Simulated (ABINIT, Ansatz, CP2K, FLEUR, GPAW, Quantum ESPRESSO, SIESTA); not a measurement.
**MoS₂ (P6_3/mmc, 6 atoms in the cell) computed with different codes at matched settings**

Self-consistent single point.

```xyz
6
Lattice="3.1940 0.0000 0.0000 -1.5970 2.7661 0.0000 0.0000 0.0000 13.2140" Properties=species:S:1:pos:R:3 pbc="T T T"
Mo     0.0000     0.0000     3.3035
Mo     0.0000     0.0000     9.9105
S      0.0000     1.8441     4.8593
S      1.5970     0.9220     8.3547
S      1.5970     0.9220    11.4663
S      0.0000     1.8441     1.7477
```

All programs got the same cell, k-point mesh and kind of occupations (some realise fixed ones as a very narrow smearing) (in Ansatz's words: kpoints.mp_grid.grid = 10 10 2; scf.occupations.method = fixed); potentials, basis and cutoffs are each program's usual ones.

```csv
code,model,pressure (GPa),largest force (eV/Å),k-points,cutoff
Quantum ESPRESSO,"PBE, PseudoDojo standard norm-conserving (PBE) pseudopotentials",0.24,0.039,28,80 Ry
ABINIT,"PBE, norm-conserving pseudopotentials (PseudoDojo nc-sr-05 PBE standard)",0.24,0.039,28,40 Ha
SIESTA,"GGA PBE, numerical atomic orbitals TZP, PseudoDojo PBE standard norm-conserving potentials (rewritten from UPF to PSML)",-0.09,0.168,116,grid 400 Ry
FLEUR,"PBE, all-electron FLAPW (FLEUR), scalar-relativistic valence",–,0.039,28,Kmax 3.9 1/bohr
Ansatz,"PBE, PAW files",0.16,0.031,28,default
CP2K,"PBE, GPW, DZVP-MOLOPT-SR-GTH basis, GTH-PBE potentials (GTH_POTENTIALS)",0.12,0.108,104,grid 500 Ry
GPAW,"PBE, GPAW PAW datasets PBE (gpaw-data 1.0.1)",0.14,0.039,28,550 eV
```

A dash marks a value that a program does not give, or that is left out as unsure.

The spread over the programs that give each value: pressure within 0.33 GPa; largest force within 0.137 eV/Å.

The starting cell comes from a database of computed structures (which also holds hypothetical and non-ambient phases and stackings), without a prior relaxation at this level. Its lattice was rescaled by a random factor within 2.5 % of one. On Ansatz's run: Spin polarisation is off.

Problem. Why do the programs differ, and what cannot be compared?

Solution. Differences of this kind can come from the potentials, where these differ, and from what each basis and cutoff leave unconverged. The zero of total energies and Fermi levels follows the potentials and each program's conventions, so they are not compared here. SIESTA and CP2K use small atom-centred bases, whose incompleteness enters pressures, forces and empty levels differently from a plane-wave cutoff. FLEUR treats all electrons, but the usual bases taken here (sphere radii, linearisation, local orbitals, empty states) were not tested for convergence, so the values are no reference for the others. Ansatz's pressure is given at a fixed set of plane waves, as the other plane-wave codes print theirs. The programs reduce the same mesh by symmetry to different extents, which changes the work and not the result. In the force vectors, SIESTA (by 0.128) lies more than 0.08 eV/Å from the median of the plane-wave programs.

This mesh misses zone-boundary points where a band edge of such crystals can lie, so no gaps are given.

Left out of this page: Elk (not drawn, or without a comparable value).

Ansatz is a first-principles code.

Keys are those of Ansatz 0.2.
